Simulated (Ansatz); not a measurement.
Cost and result by functional for the surface energy of the (30-32) surface of hcp Ru in its 1x1 cell, outermost plane spacing 0.74 Å in the ideal cut, in Ansatz (plane waves, PAW). Single points on the PBE structure, on one kind of machine; costs are rough ratios of the slab run's core time (references not counted) to the cheapest single point. r2SCAN's cost holds its higher cutoff (500 against 420 eV). Differences are taken against r2SCAN for comparison alone: no measured value is at hand, so the table doesn't rank accuracy.

Set-up: 30 atoms, 10.3 Å thick at the start (thin: gaps and levels are the slab's own); mesh 14x3x1; 0.1 eV smearing; dipole correction on; all atoms relaxed; symmetry of the start imposed; no spin, no spin-orbit, no U. These notes are the PBE run's.

```json
[
 {"functional": "RPBE", "relative cost": "1", "surface energy (J/m²)": "2.76", "less r2SCAN (J/m²)": "-0.48"},
 {"functional": "PBEsol", "relative cost": "1", "surface energy (J/m²)": "3.43", "less r2SCAN (J/m²)": "0.19"},
 {"functional": "LDA", "relative cost": "1", "surface energy (J/m²)": "3.60", "less r2SCAN (J/m²)": "0.36"},
 {"functional": "r2SCAN", "relative cost": "2", "surface energy (J/m²)": "3.24", "less r2SCAN (J/m²)": "0.00"},
 {"functional": "PBE (the relaxed run's value)", "relative cost": "–", "surface energy (J/m²)": "3.01", "less r2SCAN (J/m²)": "-0.23"}
]
```

The values span 0.84 J/m², while the single points' costs differ by a factor of roughly 2. Differences are of unrounded values.

Ansatz is a quantum-chemistry and plane-wave program.
